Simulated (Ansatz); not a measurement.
GaP (P6₃mc, No. 186, 4 atoms in the cell; start mp-8882; a measured phase of this formula has another space group) was calculated with LDA (PAW; Ansatz, an electronic-structure program).

Settings: plane-wave cutoff 520 eV, 12×12×6 k mesh (along the axes of the cell as run), scalar-relativistic PAW data made under PBE.

Computed at the level's own relaxed cell.

Hill averages of the elastic tensor: K = 89.8 GPa, G = 55.2 GPa. Volume 19.575 Å³/atom, mean atomic mass 50.348 u.

Q: Work out the density, the sound velocities of a polycrystal and the elastic Debye temperature at this level.

A: ρ = 1.66054 × 50.348/19.575 = 4.271 g/cm³. v_l = √[(K + 4G/3)/ρ] = 6.185 km/s and v_t = √(G/ρ) = 3.595 km/s. The mean follows from 3/v_m³ = 1/v_l³ + 2/v_t³: v_m = 3.989 km/s. Θ_D = (ħ/k_B) v_m (6π²/V)^(1/3) = 76.38 K Å s/km × 3.989 × 1.4463 Å⁻¹ = 441 K, counting all atoms of the cell.

Note: the relaxation could not lower the start's symmetry, so the cell can be a saddle point above a distorted one.

A start named mp-… is a Materials Project structure, which need not be a measured phase.
